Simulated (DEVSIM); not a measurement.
System: Co/HfO2/p-Ge capacitor, at 300 K.

```tsv
layer (left to right)	material	thickness (nm)	Na (cm⁻³)
1	HfO2	18.0	-
2	Ge	950	3.9e17
```

Metal gate on the left, work function 5 eV. Fixed charge at the semiconductor interface -9.9e10 cm⁻² (in units of +e); no interface traps.

Constants are typed, rounded textbook-type inputs, not results; the design itself was drawn at random and stands for no fabricated device. Values at 300 K.

```tsv
parameter	HfO2	Ge
gap (eV)	5.7	0.664
affinity (eV)	2.5	4
permittivity	22	16
Nc (cm⁻³)	-	1.04e19
Nv (cm⁻³)	-	6e18
```

Simulated with DEVSIM: 1D Poisson equation in equilibrium, Boltzmann statistics, complete ionisation; no quantum confinement or tunnelling. Metal contacts follow the ideal Schottky-Mott rule: no Fermi-level pinning, no interface dipoles.

Question: Give the band bending (positive: bands bend down) and minority sheet density.

Answer: 
```json
[
 {"Vg (V)": "0.2", "ψs (V)": "-0.059", "minority carriers (cm⁻²)": "< 1e8"},
 {"Vg (V)": "0.5", "ψs (V)": "0.033", "minority carriers (cm⁻²)": "< 1e8"},
 {"Vg (V)": "0.8", "ψs (V)": "0.211", "minority carriers (cm⁻²)": "< 1e8"},
 {"Vg (V)": "1.1", "ψs (V)": "0.431", "minority carriers (cm⁻²)": "2.8e9"},
 {"Vg (V)": "1.4", "ψs (V)": "0.583", "minority carriers (cm⁻²)": "7.2e11"}
]
```
